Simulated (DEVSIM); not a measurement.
System: Au/SiO2/n-Si capacitor, at 300 K.

```csv
layer (left to right),material,thickness (nm),Nd (cm⁻³)
1,SiO2,12.0,-
2,Si,390,2.2e18
```

Metal gate on the left, work function 5.1 eV. Fixed charge at the semiconductor interface 9.7e11 cm⁻² (in units of +e); no interface traps.

Constants are typed, rounded textbook-type inputs, not results; the design itself was drawn at random and stands for no fabricated device. Values at 300 K.

```
parameter      SiO2       Si
-------------  ----  -------
gap (eV)          9    1.124
affinity (eV)   0.9     4.05
permittivity    3.9     11.7
Nc (cm⁻³)         -  2.86e19
Nv (cm⁻³)         -   3.1e19
```

Simulated with DEVSIM: 1D Poisson equation in equilibrium, Boltzmann statistics, complete ionisation; no quantum confinement or tunnelling. Metal contacts follow the ideal Schottky-Mott rule: no Fermi-level pinning, no interface dipoles.

Q: Tabulate band edges, carrier densities and field at -2.0 V on the gate.

A: Energies count from the Fermi level of the right contact; mesh points crowd at the junctions.

```json
[
 {"x (μm)": "0.000", "Ec (eV)": "6.200", "Ev (eV)": "-2.800", "n (cm⁻³)": "< 1e2", "p (cm⁻³)": "< 1e2", "field (V/cm)": "-2100000"},
 {"x (μm)": "0.0009817", "Ec (eV)": "5.994", "Ev (eV)": "-3.006", "n (cm⁻³)": "< 1e2", "p (cm⁻³)": "< 1e2", "field (V/cm)": "-2100000"},
 {"x (μm)": "0.002519", "Ec (eV)": "5.672", "Ev (eV)": "-3.328", "n (cm⁻³)": "< 1e2", "p (cm⁻³)": "< 1e2", "field (V/cm)": "-2100000"},
 {"x (μm)": "0.005206", "Ec (eV)": "5.109", "Ev (eV)": "-3.891", "n (cm⁻³)": "< 1e2", "p (cm⁻³)": "< 1e2", "field (V/cm)": "-2100000"},
 {"x (μm)": "0.009127", "Ec (eV)": "4.287", "Ev (eV)": "-4.713", "n (cm⁻³)": "< 1e2", "p (cm⁻³)": "< 1e2", "field (V/cm)": "-2100000"},
 {"x (μm)": "0.01080", "Ec (eV)": "3.936", "Ev (eV)": "-5.064", "n (cm⁻³)": "< 1e2", "p (cm⁻³)": "< 1e2", "field (V/cm)": "-2100000"},
 {"x (μm)": "0.01187", "Ec (eV)": "3.711", "Ev (eV)": "-5.289", "n (cm⁻³)": "< 1e2", "p (cm⁻³)": "< 1e2", "field (V/cm)": "-2100000"},
 {"x (μm)": "0.01320", "Ec (eV)": "0.471", "Ev (eV)": "-0.653", "n (cm⁻³)": "3.5e11", "p (cm⁻³)": "3.3e8", "field (V/cm)": "-510000"},
 {"x (μm)": "0.01518", "Ec (eV)": "0.377", "Ev (eV)": "-0.747", "n (cm⁻³)": "1.3e13", "p (cm⁻³)": "8900000", "field (V/cm)": "-440000"},
 {"x (μm)": "0.01907", "Ec (eV)": "0.232", "Ev (eV)": "-0.892", "n (cm⁻³)": "3.7e15", "p (cm⁻³)": "32000", "field (V/cm)": "-310000"},
 {"x (μm)": "0.02594", "Ec (eV)": "0.097", "Ev (eV)": "-1.027", "n (cm⁻³)": "6.7e17", "p (cm⁻³)": "170", "field (V/cm)": "-94000"},
 {"x (μm)": "0.04592", "Ec (eV)": "0.066", "Ev (eV)": "-1.058", "n (cm⁻³)": "2.2e18", "p (cm⁻³)": "< 1e2", "field (V/cm)": "-100"},
 {"x (μm)": "0.07740", "Ec (eV)": "0.066", "Ev (eV)": "-1.058", "n (cm⁻³)": "2.2e18", "p (cm⁻³)": "< 1e2", "field (V/cm)": "≈ 0"},
 {"x (μm)": "0.1371", "Ec (eV)": "0.066", "Ev (eV)": "-1.058", "n (cm⁻³)": "2.2e18", "p (cm⁻³)": "< 1e2", "field (V/cm)": "≈ 0"},
 {"x (μm)": "0.2631", "Ec (eV)": "0.066", "Ev (eV)": "-1.058", "n (cm⁻³)": "2.2e18", "p (cm⁻³)": "< 1e2", "field (V/cm)": "≈ 0"},
 {"x (μm)": "0.3293", "Ec (eV)": "0.066", "Ev (eV)": "-1.058", "n (cm⁻³)": "2.2e18", "p (cm⁻³)": "< 1e2", "field (V/cm)": "≈ 0"},
 {"x (μm)": "0.3643", "Ec (eV)": "0.066", "Ev (eV)": "-1.058", "n (cm⁻³)": "2.2e18", "p (cm⁻³)": "< 1e2", "field (V/cm)": "≈ 0"},
 {"x (μm)": "0.3820", "Ec (eV)": "0.066", "Ev (eV)": "-1.058", "n (cm⁻³)": "2.2e18", "p (cm⁻³)": "< 1e2", "field (V/cm)": "≈ 0"},
 {"x (μm)": "0.3940", "Ec (eV)": "0.066", "Ev (eV)": "-1.058", "n (cm⁻³)": "2.2e18", "p (cm⁻³)": "< 1e2", "field (V/cm)": "≈ 0"},
 {"x (μm)": "0.3983", "Ec (eV)": "0.066", "Ev (eV)": "-1.058", "n (cm⁻³)": "2.2e18", "p (cm⁻³)": "< 1e2", "field (V/cm)": "≈ 0"},
 {"x (μm)": "0.4005", "Ec (eV)": "0.066", "Ev (eV)": "-1.058", "n (cm⁻³)": "2.2e18", "p (cm⁻³)": "< 1e2", "field (V/cm)": "≈ 0"},
 {"x (μm)": "0.4020", "Ec (eV)": "0.066", "Ev (eV)": "-1.058", "n (cm⁻³)": "2.2e18", "p (cm⁻³)": "< 1e2", "field (V/cm)": "≈ 0"}
]
```
